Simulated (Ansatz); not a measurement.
A 16-atom cell of (Cd,Be)Te started in the zinc blende structure, site fractions Cd 0.750, Be 0.250, short-range order -0.11 among the nearest mixed sites of the first mixed sublattice (0 is random, a negative value favours unlike neighbours), space group Amm2 at the end, an ordered arrangement that its symmetry holds. The mixed sublattice has 8 sites.

The mixing enthalpy is taken against the end members in the zinc blende type, relaxed in the same cell and mesh.

Calculation: PBE (plane waves to 420 eV, PAW; Ansatz, a program for electronic structure). Scalar-relativistic, without spin–orbit coupling; with elements this heavy it can move edges by tenths of an eV. Its k-point mesh 4×4×4, Fermi–Dirac width 0.01 eV.

```csv
cell,energy at zero smearing (eV)
CdTe,-121882.709
BeTe,-56587.558
BeCd3Te4,-105557.982
```

Task: Work out the mixing enthalpy per mixed site and the interaction parameter Ω of a regular solution.

Result: With x = 2/8 of the second end member, ΔH = [-105557.982 − 6/8 × (-121882.709) − 2/8 × (-56587.558)] / 8 = 117.4 meV against the separate end members. Ω = ΔH / x(1 − x) = 626 meV.
